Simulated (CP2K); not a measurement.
Worked example: self-consistent single point of InSe (P6_3/mmc, 8 atoms in the cell) in CP2K.

Method: PBE, GPW, DZVP-MOLOPT-SR-GTH basis, GTH-PBE potentials (GTH_POTENTIALS) (CP2K).

The change in words: lattice scaled by 0.98. Reference geometry:
```
InSe
1.0
    4.10236     0.00000     0.00000
   -2.05118     3.55274     0.00000
    0.00000     0.00000    17.68987
In Se
4 4
Direct
  0.33333   0.66667   0.33030
  0.66667   0.33333   0.66970
  0.66667   0.33333   0.83030
  0.33333   0.66667   0.16970
  0.33333   0.66667   0.59732
  0.66667   0.33333   0.40268
  0.66667   0.33333   0.09732
  0.33333   0.66667   0.90268
```

Reference input (self-consistent single point, DFT PBE, GPW, DZVP-MOLOPT-SR-GTH basis, GTH-PBE potentials (GTH_POTENTIALS)): CUTOFF = 500 Ry; REL_CUTOFF = 50 Ry; SMEAR/METHOD = FERMI_DIRAC; ELECTRONIC_TEMPERATURE = 116.05 K; KPOINTS/SCHEME = MONKHORST-PACK 5 5 1; XC_FUNCTIONAL = PBE; In/BASIS_SET = DZVP-MOLOPT-SR-GTH-q13; In/POTENTIAL = GTH-PBE-q13; Se/BASIS_SET = DZVP-MOLOPT-SR-GTH-q6; Se/POTENTIAL = GTH-PBE-q6; METHOD = GPW; EPS_DEFAULT = 1e-11. This run's input differs from it in these lines:

```diff
@@ -62,5 +62,5 @@
     &CELL
-      A 4.10235600 0.00000000 0.00000000
-      B -2.05117800 3.55274500 0.00000000
-      C 0.00000000 0.00000000 17.68986700
+      A 4.02030900 0.00000000 0.00000000
+      B -2.01015400 3.48169000 0.00000000
+      C 0.00000000 0.00000000 17.33607000
       PERIODIC XYZ
```

Output (repeated stretches shortened):

```
 SCF WAVEFUNCTION OPTIMIZATION

  Step     Update method      Time    Convergence         Total energy    Change
     1 NoMix/Diag. 0.20E+00      -     1.99931497      -263.3488328407 -2.63E+02
     2 Broy./Diag. 0.20E+00      -     0.06778746      -262.9188668153  4.30E-01
     3 Broy./Diag. 0.20E+00      -     0.11157957      -263.0659110160 -1.47E-01
     4 Broy./Diag. 0.20E+00      -     0.01593424      -263.1550479174 -8.91E-02
     5 Broy./Diag. 0.20E+00      -     0.00671790      -263.1157744616  3.93E-02
     6 Broy./Diag. 0.20E+00      -     0.00214341      -263.1230620217 -7.29E-03
   [... 4 lines left out ...]
    11 Broy./Diag. 0.20E+00      -     0.00001521      -263.1285907755 -7.48E-04
    12 Broy./Diag. 0.20E+00      -     0.00000304      -263.1288553020 -2.65E-04
    13 Broy./Diag. 0.20E+00      -     0.00000417      -263.1288489906  6.31E-06
    14 Broy./Diag. 0.20E+00      -     0.00000037      -263.1288494391 -4.48E-07
  *** SCF run converged in    14 steps ***

  Overlap energy of the core charge distribution:               0.00000000241340
  Self energy of the core charge distribution:               -439.45421724063863
  Core Hamiltonian energy:                                    130.54834660882145
  Hartree energy:                                              83.86784024707343
  Exchange-correlation energy:                                -38.09081905675661
  Electronic entropic energy:                                  -0.00000000000001
  Fermi energy:                                                 0.14759443030828

  Total energy:                                              -263.12884943908699
  Total energy (extrapolated to T->0):                       -263.12884943908699

   [... lines left out ...]

 STRESS| Analytical stress tensor [bar]
 STRESS|                        x                   y                   z
 STRESS|      x        3.05132051534E+04   7.67106634276E-01  -2.04568719987E-06
 STRESS|      y        7.67106634276E-01   3.05140741844E+04   7.11705357094E-03
 STRESS|      z       -2.04568719987E-06   7.11705357094E-03   2.79245083380E+04
 STRESS| 1/3 Trace                                             2.96505958919E+04
```

The run converged in 14 iterations. Against the reference run the free energy rises by 16.6 meV/atom, the pressure goes from 0.01 to 2.97 GPa, the largest force goes from 0.045 to 0.419 eV/Å and the gap on the mesh goes from 0.393 to 0.540 eV.

The starting cell comes from a database of computed structures (which also holds hypothetical and non-ambient phases and stackings), without a prior relaxation at this level. Its lattice was rescaled by a random factor within 2.5 % of one. For this run, on top of that: lattice scaled by 0.98. Values carry the incompleteness of an atom-centred basis.

Cost on one core of a shared machine: roughly 2 min.
